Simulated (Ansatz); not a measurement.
Base system: Si (space group Ia-3, No. 206).

Space group Ia-3 (No. 206); a = 6.602 Å, b = 6.602 Å, c = 6.602 Å, α = 90.00°, β = 90.00°, γ = 90.00°

| atom | site | symmetry | x | y | z |
|---|---|---|---|---|---|
| Si | 16c | .3. | 0.1023 | 0.1023 | 0.1023 |
(The calculation used a cell of 8 atoms; values per cell refer to that cell.)

Levels (all Ansatz, a quantum-chemistry and plane-wave program, PAW): PBEsol (420 eV, no spin-orbit coupling); r2SCAN (500 eV, scalar-relativistic without spin-orbit coupling).

The geometry is relaxed with PBEsol.

- PBEsol pressure: 0.0 GPa

Problem. What does r2SCAN give at this geometry for the pressure?

Solution. The pressure goes from zero to 1.5 GPa.

Single points use the geometry relaxed with PBEsol. Their cutoffs differ, which shifts pressures a little. Whether these cells are dynamically stable was not tested. This is not the structure that Si has at room temperature and ambient pressure.
